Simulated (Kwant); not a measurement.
Model system: quantum point contact (saddle potential) in a GaAs two-dimensional gas. Effective mass 0.067 mₑ, grid spacing 6.2 nm, hard walls, nominal width 150 nm (25 grid rows, so walls 161.2 nm apart), one parabolic valley, scattering region 450 nm long along x; energies count from the band bottom; Fermi energy 0.00334 eV. Potential (V0 + ½k y²) cos²(πx/L) for |x| < L/2, with V0 swept from 0.003507 to 0 eV, k = 5e-06 eV/nm², L = 220 nm. Perpendicular field 0.16 T, also in the leads; orbital effect alone.

The device is made up for the run: typed textbook-type constants, with dimensions and the other settings drawn at random.

Computed with Kwant: effective-mass tight-binding model on a square grid, one spin, coherent transport at 0 K. Conductance is in e²/h.

| V0 (meV) | A | B | C | D | E |
|---|---|---|---|---|---|
| 3.507 | 0.0017 | 2.5e-7 | 0.00010 | 7.2e-6 | 0.039 |
| 3.304 | 0.0039 | 5.0e-7 | 0.00024 | 1.6e-5 | 0.090 |
| 3.100 | 0.0094 | 1.0e-6 | 0.00055 | 3.5e-5 | 0.20 |
| 2.897 | 0.023 | 2.2e-6 | 0.0013 | 8.0e-5 | 0.40 |
| 2.694 | 0.059 | 4.9e-6 | 0.0033 | 0.00019 | 0.65 |
| 2.490 | 0.15 | 1.1e-5 | 0.0086 | 0.00047 | 0.85 |
| 2.287 | 0.33 | 2.7e-5 | 0.023 | 0.0012 | 0.95 |
| 2.084 | 0.60 | 6.7e-5 | 0.065 | 0.0033 | 0.98 |
| 1.881 | 0.83 | 0.00017 | 0.17 | 0.0094 | 1.00 |
| 1.677 | 0.95 | 0.00048 | 0.41 | 0.028 | 1.00 |
| 1.474 | 0.99 | 0.0014 | 0.72 | 0.088 | 1.00 |
| 1.271 | 1.00 | 0.0046 | 0.91 | 0.26 | 1.01 |
| 1.067 | 1.00 | 0.016 | 0.98 | 0.59 | 1.03 |
| 0.8640 | 1.00 | 0.062 | 1.00 | 0.87 | 1.08 |
| 0.6607 | 1.00 | 0.24 | 1.00 | 0.97 | 1.21 |
| 0.4574 | 1.01 | 0.65 | 1.00 | 1.00 | 1.47 |
| 0.2541 | 1.04 | 0.93 | 1.00 | 1.00 | 1.77 |
| 0.000 | 1.18 | 1.00 | 1.00 | 1.00 | 1.96 |

Q: Column A is the base. The others each differ by one change: Fermi energy 0.00334 → 0.0017 eV; Fermi energy 0.00334 → 0.0023 eV; Fermi energy 0.00334 → 0.0028 eV; Fermi energy 0.00334 → 0.004 eV. Which is which?

A: B: Fermi energy 0.00334 → 0.0017 eV; C: Fermi energy 0.00334 → 0.0028 eV; D: Fermi energy 0.00334 → 0.0023 eV; E: Fermi energy 0.00334 → 0.004 eV.
